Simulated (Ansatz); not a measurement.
The starting structures come from a database of crystals and need not be the phases stable at ambient conditions.

By PBEsol, the system below comes out a metal.

```yaml
crystal:
  lattice:
    - [3.36096, 0.00000, 0.00000]
    - [0.00000, 3.36096, 0.00000]
    - [0.00000, 0.00000, 3.36096]
  atoms:
    - { symbol: Cd, position: [0.00000, 0.00000, 0.00000] }
    - { symbol: Au, position: [0.50000, 0.50000, 0.50000] }
```

Space group of this cell: Pm-3m, CsCl type. The cell is taken as given; by PBEsol its mean pressure is -4.1 GPa.

The current flows along the normal of the first two printed cell vectors, the (001) plane of the conventional cell. No spin-orbit coupling; the value is a mean over 0.1 eV about the Fermi level.

Problem. Estimate the ballistic conductance per area that PBEsol (Ansatz, a first-principles code) returns for this system.

Solution. 0.82 × 10¹⁵ S/m² for both spins.
